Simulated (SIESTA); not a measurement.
Short convergence ladders for VOs (P4mm, 2 atoms in the cell)

```yaml
crystal:
  lattice:
    - [3.00149, 0.00000, 0.00000]
    - [0.00000, 3.00149, 0.00000]
    - [0.00000, 0.00000, 3.00149]
  atoms:
    - { symbol: V, position: [0.00000, 0.00000, 0.01666], spin: 2.0 }
    - { symbol: Os, position: [0.50000, 0.50000, 0.50000] }
```
(The spins are starting values, not results.)

Base method: LDA PW92, numerical atomic orbitals DZP, PseudoDojo LDA standard norm-conserving potentials (rewritten from UPF to PSML) run with SIESTA.

Base settings: XC.functional = LDA; XC.authors = PW92; potentials = PseudoDojo LDA standard; PAO.BasisSize = DZP; PAO.EnergyShift = 0.01 Ry; MeshCutoff = 400 Ry; kgrid.MonkhorstPack = 4 4 4; OccupationFunction = FD; ElectronicTemperature = 100 meV; Spin = polarized.

Core times come from one kind of shared machine, to one figure; runs under 30 s give none.

**The cutoff of the real-space grid**

The second cell is the first with its lattice scaled by 0.98.

The mesh stays at the base's, so the ladder's end is converged at best in this setting alone.

Only quantities that move along the ladder and can be compared are tabulated.

| MeshCutoff | free energy less the last step's (meV/atom) | energy of the compressed cell less the first (meV/atom) | pressure (GPa) | largest difference of a force vector from the last step's (eV/Å) |
|---|---|---|---|---|
| 160 Ry (177 Ry used) | 1.03 | -17.24 | -12.13 | 0.011 |
| 240 Ry (276 Ry used) | -0.43 | -15.34 | -12.01 | 0.003 |
| 280 Ry (314 Ry used) | 0.25 | -16.02 | -11.98 | 0.004 |
| 360 Ry (398 Ry used) | -0.11 | -15.38 | -12.08 | 0.006 |
| 480 Ry (491 Ry used) | 0.21 | -15.66 | -11.84 | 0.006 |
| 700 Ry (707 Ry used) | 0.10 | -15.60 | -12.00 | 0.006 |
| 800 Ry (895 Ry used) | 0.00 | -15.46 | -11.95 | 0.002 |
| 960 Ry (1104 Ry used) | 0.00 | -15.51 | -12.04 | 0.000 |

Coarsest MeshCutoff that holds the free energy within 0.5 meV/atom of the last step, with all finer ones: 240 Ry (276 Ry used); the step before is off by 1.0 meV/atom.

Coarsest MeshCutoff that holds the forces within 0.01 eV/Å of the last step, with all finer ones: 240 Ry (276 Ry used); the step before is off by 0.011 eV/Å.

**The setting basis size**

Level: DFT, LDA PW92, numerical atomic orbitals TZDP, PseudoDojo LDA standard norm-conserving potentials (rewritten from UPF to PSML).

Moved along: PAO.BasisSize.

The second cell is the first with its lattice scaled by 0.98.

The mesh stays at the base's, so the ladder's end is converged at best in this setting alone.

The sets are ordered by size and need not be nested.

Only quantities that move along the ladder and can be compared are tabulated.

| basis (functions) | energy of the compressed cell less the first (meV/atom) | pressure (GPa) | largest difference of a force vector from the last step's (eV/Å) | core time / last (rough) |
|---|---|---|---|---|
| SZ (20) | -105.68 | -29.77 | 0.074 | – |
| SZP (26) | 30.08 | -4.08 | 0.100 | – |
| DZ (32) | -109.32 | -31.47 | 0.069 | – |
| DZP (38) | -15.71 | -11.84 | 0.014 | 0.5 |
| TZP (50) | -20.23 | -12.66 | 0.014 | 0.9 |
| TZDP (56) | -18.05 | -12.35 | 0.000 | 1 |

Coarsest basis (functions) that holds the forces within 0.02 eV/Å: not settled: the last two steps still differ by 0.014 eV/Å, over half the tolerance, so the ladder does not show it.

Coarsest basis (functions) that holds the pressure within 1 GPa of the last step, with all finer ones: DZP (38); the step before is off by 19 GPa.

Coarsest basis (functions) that holds the energy of the compressed cell less the first within 2 meV/atom: not settled: the last two steps still differ by 2.2 meV/atom, over half the tolerance, so the ladder does not show it.

On the base run: the starting cell comes from a database of computed structures (which also holds hypothetical and non-ambient phases and stackings), without a prior relaxation at this level. Its lattice was rescaled by up to half a per cent. One atom was moved a little off its site on purpose. The starting moments vanished: the run ended non-magnetic, which need not be the lowest state. Values carry the incompleteness of an atom-centred basis. In the base run, with a pressure of about -12 GPa the cell is away from its equilibrium volume at this level. Without a gap this mesh is coarse (it stands for a supercell whose shortest vector is 12 Å).

Left out of this page: 8 runs of the series outside the window shown, repeating another row's setting, or not comparable.
